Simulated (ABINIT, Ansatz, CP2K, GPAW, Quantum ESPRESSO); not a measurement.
One structure in several programs: SnSe (Pnma, 8 atoms in the cell)

Self-consistent single point.

```xyz
8
Lattice="11.9257 0.0000 0.0000 0.0000 4.2187 0.0000 0.0000 0.0000 4.8062" Properties=species:S:1:pos:R:3 pbc="T T T"
Sn     7.3795     3.1640     1.8098
Sn     4.5462     1.0547     2.9964
Sn    10.5091     1.0547     4.2129
Sn     1.4167     3.1640     0.5933
Se     1.7716     1.0547     2.4472
Se    10.1542     3.1640     2.3590
Se     4.1913     3.1640     0.0441
Se     7.7344     1.0547     4.7621
```

Shared settings, as Ansatz (a program for electronic structure) writes them: kpoints.mp_grid.grid = 1 3 3; scf.occupations.method = fixed. Potentials and cutoffs stand in the table.

```json
[
 {"code": "Quantum ESPRESSO", "model": "LDA (PZ), GBRV 1.5 ultrasoft (LDA) pseudopotentials", "pressure (GPa)": "-4.96", "largest force (eV/Å)": "0.616", "gap on the mesh (eV)": "0.694", "cutoff": "40 Ry"},
 {"code": "CP2K", "model": "LDA (Pade form), GPW, DZVP-MOLOPT-SR-GTH basis, GTH-PADE potentials (GTH_POTENTIALS)", "pressure (GPa)": "-4.73", "largest force (eV/Å)": "0.670", "gap on the mesh (eV)": "0.674", "cutoff": "grid 400 Ry"},
 {"code": "GPAW", "model": "LDA (Perdew-Wang 92), GPAW PAW datasets LDA (gpaw-data 1.0.1)", "pressure (GPa)": "-5.01", "largest force (eV/Å)": "0.633", "gap on the mesh (eV)": "0.694", "cutoff": "600 eV"},
 {"code": "ABINIT", "model": "LDA (PW92), norm-conserving pseudopotentials (PseudoDojo nc-sr-04 LDA standard)", "pressure (GPa)": "-4.85", "largest force (eV/Å)": "0.608", "gap on the mesh (eV)": "0.689", "cutoff": "43 Ha"},
 {"code": "Ansatz", "model": "LDA (PW92), default PAW files made with PBE", "pressure (GPa)": "-4.93", "largest force (eV/Å)": "0.627", "gap on the mesh (eV)": "0.699", "cutoff": "30.9 Ry"}
]
```

Size of the force on each atom (eV/Å): Sizes of forces hide their directions.

```csv
code,Sn1,Sn2,Sn3,Sn4,Se5,Se6,Se7,Se8
Quantum ESPRESSO,0.616,0.616,0.616,0.616,0.425,0.425,0.425,0.425
CP2K,0.670,0.670,0.670,0.670,0.455,0.455,0.455,0.455
GPAW,0.633,0.633,0.633,0.633,0.442,0.442,0.442,0.442
ABINIT,0.608,0.608,0.608,0.608,0.420,0.420,0.420,0.420
Ansatz,0.627,0.627,0.627,0.627,0.432,0.432,0.432,0.432
```

Gaps are read on the mesh.

The spread over the programs that give each value: pressure within 0.28 GPa; largest force within 0.062 eV/Å; gap on the mesh within 0.025 eV.

CP2K uses small atom-centred bases, whose incompleteness enters pressures, forces and empty levels differently from a plane-wave cutoff. Ansatz's pressure is given at a fixed set of plane waves, as the other plane-wave codes print theirs. The same LDA comes in different parametrisations, which differ slightly.

The shared mesh is coarse (it stands for a supercell whose shortest vector is 12 Å), so the values are not converged in it.

The starting cell comes from a database of computed structures (which also holds hypothetical and non-ambient phases and stackings), without a prior relaxation at this level. Its lattice was rescaled by a random factor within 2.5 % of one.

Left out of this page: Elk (stopped by limits of time or memory).

Keys are those of Ansatz 0.2.
